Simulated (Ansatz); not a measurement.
System: Cd₂SnO₄ (Imma, No. 74, 14 atoms in the cell; start mp-675857). Method: HSE06 (PAW; Ansatz, a program for electronic structure).

Run with plane-wave cutoff 460 eV, 4×4×4 k mesh, Fermi–Dirac smearing 0.01 eV, scalar-relativistic PAW data made under PBE.

Cell (relaxed with PBEsol):

```
CELL_PARAMETERS angstrom
     -3.19950     3.23536     4.71543
      3.19950    -3.23536     4.71543
      3.19950     3.23536    -4.71543
ATOMIC_POSITIONS crystal
  Cd 0.38986 0.13986 0.25000
  Cd 0.61014 0.86014 0.75000
  Cd 0.00000 0.00000 0.50000
  Cd 0.00000 0.50000 0.00000
  Sn 0.00000 0.50000 0.50000
  Sn 0.50000 0.50000 0.00000
  O  0.24979 0.28147 0.53168
  O  0.75021 0.71853 0.46832
  O  0.24979 0.71810 0.96832
  O  0.75021 0.28190 0.03168
  O  0.27289 0.28371 0.98918
  O  0.72711 0.71629 0.01082
  O  0.79453 0.28371 0.51082
  O  0.20547 0.71629 0.48918
```

**Question.** Give the computed band gap and smallest direct gap on the k points sampled.

**Answer.** 
- band gap: 1.85 eV (on the SCF k mesh)
- smallest direct gap on the k points sampled: 1.87 eV

Note: cell and atoms aren't relaxed at this level (pressure -0.3 GPa).

Spin–orbit coupling is not included.

Computed values are for the static lattice.

The result took about 7 core-minutes (a rough figure).

A start named mp-… is a Materials Project structure, which need not be a measured phase.
